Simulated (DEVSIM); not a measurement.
Device: abrupt InP p-n junction, at 250 K.

```tsv
layer (left to right)	material	thickness (μm)	Nd (cm⁻³)	Na (cm⁻³)	τn (s)	τp (s)
1	InP	3.90	-	6.1e16	3.1e-10	3.1e-10
2	InP	62.0	4.1e15	-	3.1e-10	9.3e-10
```

Left contact: ohmic. Right contact: ohmic. Voltage is applied to the left contact. Recombination: SRH at mid-gap, radiative, Auger. Mobility is constant in doping.

The device is made up for the run: typed textbook-type constants, with dimensions and the other settings drawn at random. Values at 300 K; Nc and Nv go as T^1.5, mobilities as T to minus their exponent, the gap by Varshni's rule with the affinity fixed.

```
parameter              InP
----------------  --------
gap (eV)             1.344
affinity (eV)         4.38
permittivity          12.5
Nc (cm⁻³)           5.7e17
Nv (cm⁻³)           1.1e19
μn (cm²/Vs)           5200
μp (cm²/Vs)            170
T exponent of μn         2
T exponent of μp         2
B (cm³/s)          1.2e-10
Cn (cm⁶/s)           9e-31
Cp (cm⁶/s)           9e-31
Varshni α (eV/K)  0.000363
Varshni β (K)          162
```

Model (solved in DEVSIM): 1D drift-diffusion, Boltzmann statistics, complete ionisation; no tunnelling, impact ionisation, image-force lowering or self-heating.

**Question.** Tabulate band edges, carrier densities and field at 1.0 V on the left contact.

**Answer.** Energies count from the Fermi level of the right contact; mesh points crowd at the junctions.

| x (μm) | Ec (eV) | Ev (eV) | n (cm⁻³) | p (cm⁻³) | field (V/cm) |
|---|---|---|---|---|---|
| 0.000 | 0.254 | -1.106 | < 1e2 | 6.1e16 | ≈ 0 |
| 0.04229 | 0.254 | -1.106 | 2.1e10 | 6.1e16 | ≈ 0 |
| 0.1581 | 0.254 | -1.106 | 7.8e10 | 6.1e16 | ≈ 0 |
| 0.4754 | 0.254 | -1.106 | 2.4e11 | 6.1e16 | ≈ 0 |
| 1.866 | 0.254 | -1.106 | 1.0e12 | 6.1e16 | ≈ 0 |
| 3.143 | 0.254 | -1.106 | 2.1e12 | 6.1e16 | ≈ 0 |
| 3.639 | 0.254 | -1.106 | 2.7e12 | 6.1e16 | ≈ 0 |
| 3.849 | 0.253 | -1.107 | 3.2e12 | 5.7e16 | -850 |
| 3.897 | 0.230 | -1.130 | 9.3e12 | 2.0e16 | -13000 |
| 3.930 | 0.189 | -1.171 | 6.2e13 | 3.0e15 | -10000 |
| 4.027 | 0.126 | -1.234 | 1.2e15 | 1.6e14 | -3800 |
| 4.455 | 0.098 | -1.261 | 4.1e15 | 2.6e13 | ≈ 0 |
| 5.480 | 0.099 | -1.261 | 4.1e15 | 6.0e12 | ≈ 0 |
| 8.323 | 0.099 | -1.261 | 4.1e15 | 1.0e11 | ≈ 0 |
| 20.96 | 0.099 | -1.261 | 4.1e15 | 1900 | ≈ 0 |
| 45.29 | 0.100 | -1.260 | 4.1e15 | < 1e2 | ≈ 0 |
| 58.48 | 0.100 | -1.260 | 4.1e15 | < 1e2 | ≈ 0 |
| 63.24 | 0.100 | -1.259 | 4.1e15 | < 1e2 | ≈ 0 |
| 65.22 | 0.100 | -1.259 | 4.1e15 | < 1e2 | ≈ 0 |
| 65.67 | 0.100 | -1.259 | 4.1e15 | < 1e2 | ≈ 0 |
| 65.83 | 0.100 | -1.259 | 4.1e15 | < 1e2 | ≈ 0 |
| 65.90 | 0.100 | -1.259 | 4.1e15 | < 1e2 | ≈ 0 |
